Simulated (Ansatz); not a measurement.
Base system: HfO₂ in the fluorite structure (space group Fm-3m, No. 225).

```
CELL_PARAMETERS angstrom
      0.00000     2.52945     2.52945
      2.52945     0.00000     2.52945
      2.52945     2.52945     0.00000
ATOMIC_POSITIONS crystal
  Hf 0.00000 0.00000 0.00000
  O  0.25000 0.25000 0.25000
  O  0.75000 0.75000 0.75000
```

Cartesian axes are those of the cell as printed.

Method: r2SCAN (Ansatz, an electronic-structure program; PAW; 500 eV plane waves; no spin-orbit coupling), earlier PAW set.

Base values:

- Smallest direct gap: 4.30 eV
- Band gap: 4.30 eV
- Shortest interatomic distance: 2.191 Å

One thing is altered: a free-standing slab of 1 layer (3 atoms, 3 a layer) is cut normal to [111], with 15 Å of vacuum and the in-plane cell held at bulk.

Problem. What does the calculation give for the change of the spacing d12 from its bulk value of 0.730 Å after the change?

Solution. The change of the spacing d12 from its bulk value of 0.730 Å is +10.0 %.

Problem. How does this affect the smallest direct gap?

Solution. The smallest direct gap grows by 0.06 eV (4.30 eV → 4.36 eV).

Problem. How does this affect the gap character?

Solution. The gap character is indirect, K–Γ (40 % along) → K.

Problem. How does this affect the band gap?

Solution. The band gap shrinks by 0.19 eV, from 4.30 eV to 4.11 eV.

Problem. Estimate the effect on the shortest interatomic distance.

Solution. The shortest interatomic distance grows by 0.025 Å, from 2.191 Å to 2.216 Å.

Spin-orbit coupling, missing from the scalar runs, can matter with Hf. Whether these cells are dynamically stable was not tested. This is not the structure that HfO2 has at room temperature and ambient pressure. k-point labels follow each cell's own Brillouin zone.
